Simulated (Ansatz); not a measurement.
Take GaAs in the zinc blende structure (space group F-43m, No. 216; a = 5.746 Å) as the base.

The change: the cell is scaled by 0.9850 in all directions; the atoms relax in the strained cell.

Method: DFT with PBE, PAW potentials and a 420 eV plane-wave cutoff in Ansatz (a program for electronic structure), spin-orbit coupling left out.

Base, band edges from the VBM (valence, conduction): X -2.51, 1.56; W -3.12, 4.40; L -1.07, 0.87; Γ 0.00, 0.16; K -2.11, 1.99; U -2.11, 1.99 eV.

**Question.** Give the band edges at the high-symmetry points of the new zone, measured from its valence-band maximum.

**Answer.** 
| point | valence edge (eV) | conduction edge (eV) |
|---|---|---|
| Γ | 0.00 | 0.49 |
| X | -2.66 | 1.48 |
| U | -2.25 | 1.97 |
| K | -2.25 | 1.97 |
| L | -1.14 | 1.00 |
| W | -3.32 | 4.61 |

The gap is 0.49 eV, direct at Γ.

Stability against distortions was not tested.
